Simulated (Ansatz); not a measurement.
Base system: Mg in the hcp (Mg type) structure (space group P6_3/mmc, No. 194; a = 3.175 Å, c = 5.163 Å; relaxed with 0.1 eV smearing). Axes: x lies along a and z along c of the hexagonal cell.

Level of theory: PBEsol in Ansatz (plane waves to 420 eV, PAW, no SOC).

The change: a pure shear with ε_xz = ε_zx = 0.0171, atoms relaxed at fixed cell.

Task: Predict the stress tensor and what it implies for the stiffness.

Result: Stress of the strained cell less that of the base (GPa, compression positive):
```
    0.0     0.0    -0.6
    0.0     0.0     0.0
   -0.6     0.0     0.1
```

Then −Δσ/γ with γ = 2ε = 0.0342 gives secant stiffness values (nonlinear terms included at this strain): C55 ≈ 18 GPa.

Whether these cells are dynamically stable was not tested.

Ansatz is a program for electronic structure.
